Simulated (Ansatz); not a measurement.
The reference is Mg$_{2}$Ge in the anti-fluorite structure (space group Fm-3m, No. 225; a = 6.2865 Å). Axes: x, y, z lie along the cube axes.

Level of theory: LDA/PAW in Ansatz (a program for electronic structure), without spin-orbit coupling.

Strains are applied to the cell and any free atomic positions relax.

One change was made to it. Results:

The band gap becomes zero (base: 0.10 eV); the shortest interatomic distance decreases by 0.022 Å (2.722 Å → 2.700 Å); the energy goes up by 5.0 meV/atom.

### Question
Which of these changes matches the shifts?
A. uniaxial strain ε_zz = −2.50 %
B. uniaxial strain ε_zz = −3.00 %
C. uniaxial strain ε_zz = +0.50 %
D. uniaxial strain ε_zz = −1.50 %

### Answer
A, uniaxial strain ε_zz = −2.50 %. For comparison, the energy relative to the base in the other runs: uniaxial strain ε_zz = +0.50 % gives +0.2 meV/atom; uniaxial strain ε_zz = −1.50 % gives +1.8 meV/atom; uniaxial strain ε_zz = −3.00 % gives +7.2 meV/atom.

No phonon test of stability was made. The final runs are not spin-polarised. The zero or small gap of Mg2Ge can change with the level of theory.
